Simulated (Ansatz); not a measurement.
Structures of equal composition on the (111)B surface of 3C silicon carbide (C plane on top): (√3x√3)R30° In adatom at H3; (√3x√3)R30° In adatom at T4. The slabs share one bottom face, and each structure is named by its start. These are constructed structures in small cells; real faces may alloy, dewet or reconstruct in larger ones, and not all known structures of the face are among them. Slabs of about 11 Å, Fermi-Dirac smearing of 0.025 eV. Bottom of the slabs: H caps. Relaxed from the named starts with such symmetry as they have, on meshes of like density; energies extrapolated to zero smearing; spin only where a row says so; no spin-orbit coupling, no U. Brackets mark spin-polarised runs, whose order is one that fits the cell. Where a second, spin-polarised start was run, the lower counts.

All values below come from r2SCAN, at the PBE geometry (plane waves to 500 eV, PAW; Ansatz, an electronic-structure program).

Problem. Order them by energy per 1x1 cell (lowest first) at the level r2SCAN, at the PBE geometry.

Solution. (√3x√3)R30° In adatom at H3 (0.000 eV, gap 0.78 eV on the mesh), (√3x√3)R30° In adatom at T4 (0.143 eV, gap 0.61 eV on the mesh)
